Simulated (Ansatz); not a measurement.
C11b WSi2, treated with PBE (plane waves, PAW; Ansatz, a quantum-chemistry and plane-wave program).

Run with plane-wave cutoff 500 eV, 18×18×18 k mesh, Fermi–Dirac smearing 0.05 eV, no spin polarisation, scalar-relativistic PAW data made under PBE.

Computed at the level's own relaxed cell.

Q: Give the computed equilibrium volume per atom, lattice constant a and c axis length.

A: 
- equilibrium volume per atom = 13.67 Å³/atom
- lattice constant a = 3.229 Å
- c axis length = 7.867 Å

Measured, for comparison: lattice constant a 3.214 Å, lattice parameter c 7.831 Å (temperature not stated, no zero-point or thermal correction; as tabulated in Pavlosiuk et al. (2022), arXiv:2202.05362). Computed (rounded) less measured: lattice constant a +0.5 %, lattice parameter c +0.5 %.

Spin–orbit coupling is not included.

Static lattice: no zero-point or thermal effects.

It cost about 90 core-seconds (a rough figure) of CPU time.
